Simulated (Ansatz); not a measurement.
Data:

```xyz
2
Lattice="0.0000 2.7775 2.7775 2.7775 0.0000 2.7775 2.7775 2.7775 0.0000" Properties=species:S:1:pos:R:3 pbc="T T T"
Ge     2.7775     2.7775     2.7775
Ge     4.1663     4.1663     4.1663
```

Calculation: PBEsol, rigid bands (plane waves, PAW, scalar-relativistic; Ansatz, a program for electronic structure). Condition of this run: hydrostatic pressure 5 GPa (the target of the relaxation). How the cell was made: cell and atoms relaxed with PBEsol, then loaded as said.

Question: What conductivity effective mass do dilute electrons have at 300 K?

Answer: 0.122 mₑ.

Question: And the band gap?

Answer: 0.29 eV at this level; semilocal functionals usually fall short of the measured gap.

Rigid bands, one relaxation time for all states, no polarons. Spin-orbit coupling is left out; where it splits the top of the valence band it changes the hole mass and lowers the gap by about a third of the splitting.
